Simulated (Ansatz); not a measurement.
# A computed series for TiAl: pressure series

Take TiAl (space group P4/mmm, No. 123; a = 2.824 Å, c = 4.071 Å) as the base.

Cell and atoms are relaxed at each pressure.

Computed with PBE (Ansatz, a quantum-chemistry and plane-wave program, PAW, without spin-orbit coupling), earlier PAW set.

Notes on the quantities. enthalpy: H = E + PV relative to the base's energy.

```csv
case,enthalpy,c/a ratio,shortest interatomic distance
base,–,1.441,2.824 Å
pressure −2 GPa,-0.20 eV/atom,1.442,[?]
pressure −1 GPa,-0.10 eV/atom,1.442,2.832 Å
pressure 0.9 GPa,+0.09 eV/atom,1.441,2.817 Å
pressure 2.1 GPa,+0.21 eV/atom,1.441,2.808 Å
pressure 4.5 GPa,+0.45 eV/atom,1.441,2.790 Å
pressure 9 GPa,+0.88 eV/atom,1.441,2.760 Å
pressure 15 GPa,+1.44 eV/atom,1.440,2.726 Å
pressure 22.5 GPa,+2.10 eV/atom,1.440,[?]
pressure 30 GPa,+2.75 eV/atom,1.439,2.657 Å
```

Fill in the withheld entries from the trend.


- pressure −2 GPa, shortest interatomic distance: 2.841 Å
- pressure 22.5 GPa, shortest interatomic distance: 2.688 Å

Load acts through the strain it causes; cell and atoms are relaxed under it. Stability against distortions was not tested. Competing high-pressure phases were not computed. All final runs are without spin polarisation.
